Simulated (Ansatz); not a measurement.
Take GaN in the zinc blende structure (space group F-43m, No. 216) as the base.

```xyz
2
Lattice="0.0000 2.2491 2.2491 2.2491 0.0000 2.2491 2.2491 2.2491 0.0000" Properties=species:S:1:pos:R:3 pbc="T T T"
N      3.3736     3.3736     3.3736
Ga     0.0000     0.0000     0.0000
```

Cartesian axes are those of the cell as printed.

Method: Ansatz (an electronic-structure program), r2SCAN, PAW, cutoff 500 eV, no SOC, earlier PAW set.

Strains are applied to the cell and any free atomic positions relax; under biaxial strain the out-of-plane vector relaxes too; under stress the whole cell relaxes.

One change was made to it. Results:

The band gap goes up by 0.02 eV (2.17 eV → 2.19 eV); the electron mass is still 0.17 mₑ (at Γ).

Question: What was done to the base?
(A) isotropic strain −2.10 %
(B) biaxial strain −0.44 %, plane normal [110], relaxed out of plane
(C) uniaxial strain ε_yy = −2.52 %
(D) uniaxial stress, 1 GPa tension along z

Answer: B, biaxial strain −0.44 %, plane normal [110], relaxed out of plane. For comparison, the band gap in the other runs: isotropic strain −2.10 % gives 2.60 eV; uniaxial stress, 1 GPa tension along z gives 2.15 eV; uniaxial strain ε_yy = −2.52 % gives 2.26 eV.

Masses are band curvatures over ±0.01 Å⁻¹ around the edge. Beyond what the load breaks, stability against distortions was not tested. This is not the structure that GaN has at room temperature and ambient pressure.
